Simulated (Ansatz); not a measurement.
An Ansatz (an electronic-structure program) input (r2SCAN (Ansatz), spin-orbit coupling left out):

Ansatz 0.2 input:
```yaml
crystal:
  lattice:
    - [0, 2.9765509995, 2.9765509995]
    - [2.9765509995, 0, 2.9765509995]
    - [2.9765509995, 2.9765509995, 0]
  atoms:
    - { symbol: Os, position: [0.25, 0.25, 0.25] }
    - { symbol: Cd, position: [0, 0, 0] }
basis: { ecutwfc: 500, ecutrho_ratio: 4, xc_grid: 4, fft_grid_basis: typed }
kpoints: { mp_grid: { grid: [14, 14, 14] } }
hamiltonian:
  xc: r2scan
  dispersion: none
  pseudopotentials: { kind: paw }
scf: { occupations: { method: fermi_dirac, width: 0.05 }, convergence: { dr2_threshold: 0.0000000002 } }
output: { forces: true, stress: true }
checkpoint: { write: state.ck, write_every: 1000 }
```

Task: Which symmetry and how many k-points will the program report, and about how many plane waves at Γ?

Result: Space group F-43m (ITA 216) with 24 operations, k-points 104 of 2744, and 1363 plane waves at Γ.

No phonon test of stability was made. The final runs are not spin-polarised. The cell was made from CdSe by this change: Se → Os; the result is a hypothetical phase, not in the database extracts checked. CdOs has a high density of states at the Fermi level and may be magnetic at this level.
